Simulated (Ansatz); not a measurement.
Start from ZnS in the zinc blende structure (space group F-43m, No. 216; a = 5.2968 Å).

Computed with LDA (Ansatz, a program for electronic structure), spin-orbit coupling left out.

One change was made to it. Results:

| quantity | base | after |
|---|---|---|
| band gap | 2.13 eV | 2.23 eV |
| width of the top valence band | 3.01 eV | 3.11 eV |
| lattice parameter a | 5.297 Å | 5.256 Å |

Problem. Which change produced these results?
A. pressure 2.1 GPa
B. pressure 9 GPa
C. pressure −2 GPa
D. pressure 30 GPa
E. pressure −1 GPa

Solution. A, pressure 2.1 GPa. For comparison, the band gap in the other runs: pressure −2 GPa gives 2.02 eV; pressure 30 GPa gives 2.47 eV; pressure −1 GPa gives 2.07 eV; pressure 9 GPa gives 2.52 eV.

Load acts through the strain it causes; cell and atoms are relaxed under it. Stability against distortions was not tested. Measured, ZnS leaves this structure (for rock salt) near 14.7 GPa (temperature not stated; as listed in Datta, Sujoy, Jana, Debnarayan, arXiv (2020)), on rising pressure, with hysteresis.
